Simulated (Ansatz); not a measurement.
Start from Al2Cu (space group I4/mcm, No. 140; a = 6.0596 Å, c = 4.8745 Å). Axes: x, y, z lie along a, b, c of the conventional cell.

Calculations: PBE in Ansatz (plane waves to 420 eV, PAW, no spin-orbit coupling).

Before the change:

* **Pressure**: 0.0 GPa
* **Volume per atom**: 14.92 Å³

Now apply this change: compressive biaxial strain of 0.88 % in the plane normal to [001], as in epitaxy on a mismatched substrate; the out-of-plane cell vector and the atoms relax.

Question: What does the calculation give for the pressure, energy relative to the base and volume per atom after the change?

Answer: The pressure (mean of the normal stresses, compression positive) goes from zero to 1.1 GPa; the energy goes up by 1.5 meV/atom; the volume per atom drops by 0.143 Å³ to 14.77 Å³.

A biaxial case was relaxed in a doubled cell and then solved in the primitive one. Without a gap, meshes like the base's 12×12×12 leave anisotropic stresses uncertain by several tenths of a GPa, and small strain energies with them. Stability against distortions was not tested. All final runs are without spin polarisation.

Ansatz is an electronic-structure program.
